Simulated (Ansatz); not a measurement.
## MgO, point defects

Start from a 24-atom supercell of MgO in the rock salt structure (space group Fm-3m, No. 225) at its relaxed geometry.

```
MgO
1.0
    0.00000     4.21412     4.21412
    4.21412    -4.21412     4.21412
    4.21412     4.21412     0.00000
O Mg
12 12
Cartesian
  0.00000   0.00000   0.00000
  2.10706   2.10706   0.00000
  2.10706   0.00000   2.10706
  4.21412   2.10706   2.10706
  4.21412   0.00000   4.21412
  6.32118   2.10706   4.21412
  0.00000   2.10706   2.10706
  6.32118   0.00000   6.32118
  2.10706   2.10706   4.21412
  4.21412   4.21412   4.21412
  4.21412   2.10706   6.32118
  6.32118   4.21412   6.32118
  2.10706   2.10706   2.10706
  4.21412   4.21412   2.10706
  4.21412   2.10706   4.21412
  2.10706   0.00000   4.21412
  6.32118   2.10706   6.32118
  4.21412   0.00000   6.32118
  2.10706   4.21412   4.21412
  4.21412   6.32118   4.21412
  4.21412   0.00000   2.10706
  2.10706  -2.10706   2.10706
  6.32118   0.00000   4.21412
  4.21412  -2.10706   4.21412
```

One neutral defect a cell, atoms relaxed at fixed cell.

Calculations: DFT with PBEsol, PAW potentials and a 420 eV plane-wave cutoff in Ansatz (an electronic-structure program), without spin-orbit coupling.

| variant | pressure | total moment of the cell | largest displacement of a host atom from its site in the perfect cell | gap of the supercell |
|---|---|---|---|---|
| perfect supercell | 0.0 GPa | – | – | 4.62 eV |
| O on a Mg site (antisite) | 3.1 GPa | 2.0 μB | 0.18 Å | 0.53 eV |
| H interstitial (started 1.49 Å from the nearest host atom), symmetric start | 5.6 GPa | 0.2 μB | 0.21 Å | zero |
| Mg interstitial (started 1.82 Å from the nearest host atom) | ? | ? | ? | ? |

Problem. Some entries are withheld; estimate them.

Solution. 
- Mg interstitial (started 1.82 Å from the nearest host atom), pressure: 24.8 GPa
- Mg interstitial (started 1.82 Å from the nearest host atom), total moment of the cell: 0.0 μB
- Mg interstitial (started 1.82 Å from the nearest host atom), largest displacement of a host atom from its site in the perfect cell: 1.08 Å
- Mg interstitial (started 1.82 Å from the nearest host atom), gap of the supercell: 0.84 eV

Other magnetic orders, which the real material may have, were not ruled out. The cell is small, so the values are those of an ordered compound at a high defect concentration; dilute-limit values will differ. A case with no gap was solved on a k-mesh chosen for an insulator, which is coarse for it. Defects with a symmetric start kept the site's symmetry and may sit on a saddle; the others started slightly shaken. Seeded moments were not kept for H interstitial (started 1.49 Å from the nearest host atom) and Mg interstitial (started 1.82 Å from the nearest host atom). Where the two band edges lie in opposite spin channels, the gap is a spin-flip gap.
